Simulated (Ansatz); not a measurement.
# ZnS under a change: electrons 7.0×10^21 cm⁻³

Take ZnS in the wurtzite structure (space group P6_3mc, No. 186; a = 3.845 Å, c = 6.306 Å) as the base.

The change: electron doping at 7.0×10^21 cm⁻³ (0.565 per cell), with a uniform compensating background at fixed cell and a 300 K Fermi–Dirac width.

Level of theory: PBE in Ansatz (plane waves to 420 eV, PAW, spin-orbit coupling left out). k-mesh 18×18×10 (Γ-centred); smearing 0.0259 eV (Fermi–Dirac).

```csv
quantity,base,changed,shift
gap between the host's bands,2.08 eV,1.94 eV,-0.14 eV
gap character,direct at Γ,direct at Γ,–
Fermi level relative to the doped band's edge (positive inside the band; to 0.05 eV),–,+1.65 eV,–
```

Final structure:

```
CELL_PARAMETERS angstrom
      3.84511     0.00000     0.00000
     -1.92255     3.32996     0.00000
      0.00000     0.00000     6.30566
ATOMIC_POSITIONS crystal
  Zn 0.66667 0.33333 0.99936
  Zn 0.33333 0.66667 0.49936
  S  0.66667 0.33333 0.62584
  S  0.33333 0.66667 0.12584
```
Cell charge -0.565166.

Cost of the whole job for the changed cell (relaxation, final SCF and bands): around 80 core-seconds (rough).

Carriers are added with a uniform compensating background; total energy and stress of such cells depend on the potential's zero and are not compared; many-body gap narrowing is missing at this level. Stability against distortions was not tested.

Ansatz is an electronic-structure program.
